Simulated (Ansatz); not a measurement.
Take a 9-atom supercell of MoSi$_{2}$ (space group I4/mmm, No. 139) at its relaxed geometry as the base.

```
CELL_PARAMETERS angstrom
     -1.60108     1.60108     3.90975
      1.60108    -1.60108     3.90975
      6.40434     3.20217     0.00000
ATOMIC_POSITIONS crystal
  Mo 0.00000 0.00000 0.00000
  Mo 0.66667 0.33333 0.33333
  Mo 0.33333 0.66667 0.66667
  Si 0.33530 0.33530 0.00000
  Si 0.00197 0.66863 0.33333
  Si 0.66863 0.00197 0.66667
  Si 0.66470 0.66470 0.00000
  Si 0.33137 0.99803 0.33333
  Si 0.99803 0.33137 0.66667
```

Calculations: r2SCAN (Ansatz, a first-principles code; PAW; 500 eV plane waves; scalar-relativistic without spin-orbit coupling), earlier PAW set.

Before the change:

| Quantity | Value |
|---|---|
| Mean distance from the defect site to its nearest host atoms | 260 pm |

Perturbation: a neutral Mo vacancy, atoms relaxed at fixed cell, starting from a slightly rattled geometry.

Question: What happens to the largest displacement of a host atom from its site in the perfect cell?

Answer: The largest displacement of a host atom from its site in the perfect cell is 0.94 Å.

Question: What happens to the mean distance from the defect site to its nearest host atoms?

Answer: The mean distance from the defect site to its nearest host atoms shrinks by 32 pm, from 260 pm to 228 pm.

In so small a cell the defect repeats every few ångströms: this is an ordered compound, not a dilute defect. All final runs are without spin polarisation. The defect cell is not spin-polarised.
